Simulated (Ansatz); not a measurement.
Enthalpy of formation of GaSb (model structure, started from the PtS type, P4₂/mmc, No. 131, 4 atoms in the cell) at several levels of theory

No measured value is used here.

```
level (code)         value (eV/atom)
-------------------  ---------------
PBE (Ansatz)                   0.296
PBEsol (Ansatz)                0.337
PBE-D3(BJ) (Ansatz)            0.361
```

Density-functional levels without +SOC have no spin–orbit coupling, which shifts binding energies of heavy elements. Each level is taken at its own relaxed cell. Ansatz's density-functional and Hartree–Fock values are scalar-relativistic unless marked +SOC, with PAW data made under PBE.

A model structure was made by putting elements into a prototype or built by hand; it is no filed structure, need not be a known phase, and can be a saddle point held by its symmetry.

Ansatz is an electronic-structure program.
